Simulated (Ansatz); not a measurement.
Given:

```
CELL_PARAMETERS angstrom
      5.73509     0.00000     0.00000
      0.00000     5.73509     0.00000
      0.00000     0.00000     5.73509
ATOMIC_POSITIONS crystal
  Cs 0.00000 0.00000 0.00000
  Pb 0.50000 0.50000 0.50000
  Cl 0.00000 0.50000 0.50000
  Cl 0.50000 0.00000 0.50000
  Cl 0.50000 0.50000 0.00000
```

The numbers are results of PBE with spin-orbit coupling, rigid bands (plane waves, PAW; Ansatz, a program for electronic structure), not measurements. Condition of this run: functional PBE, cell relaxed with it. Geometry: cell and atoms relaxed with PBE.

**Question.** What conductivity effective mass do dilute electrons have at 300 K?

**Answer.** 0.22 mₑ.

**Question.** What conductivity effective mass do dilute holes have at 300 K?

**Answer.** 0.20 mₑ.

**Question.** And the band gap?

**Answer.** 0.98 eV at this level; semilocal functionals usually fall short of the measured gap.

Rigid bands, one relaxation time for all states, no polarons.

CsPbCl3 (Pm-3m): a high-temperature phase held by its symmetry.
